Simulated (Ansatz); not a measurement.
Where the default PAW files enter, the runs use the earlier of Ansatz's two default sets.

Crystal: ReNCl4 (I4, not sure to be the ambient phase, 6 atoms a cell, 23.2 Å³ an atom); planes in its conventional cell.

Calculation: r2SCAN (plane waves, PAW; Ansatz, a quantum-chemistry and plane-wave program).

The gap is the functional's own, uncorrected, and κ follows it; spin-orbit coupling is left out. Mid-gap values are interpolated between the computed energies.

```json
[
 {"plane": "(100)", "area of the cell (Å²)": "33.7", "mid-gap κ (1/Å)": "0.28", "largest κ in the gap (1/Å)": "0.28"},
 {"plane": "(110)", "area of the cell (Å²)": "23.8", "mid-gap κ (1/Å)": "(withheld)", "largest κ in the gap (1/Å)": "(withheld)"}
]
```

Question: The slowest decay depends on the direction. Supply the withheld values.

Answer: 
- (110), mid-gap κ (1/Å): 0.25
- (110), largest κ in the gap (1/Å): 0.26
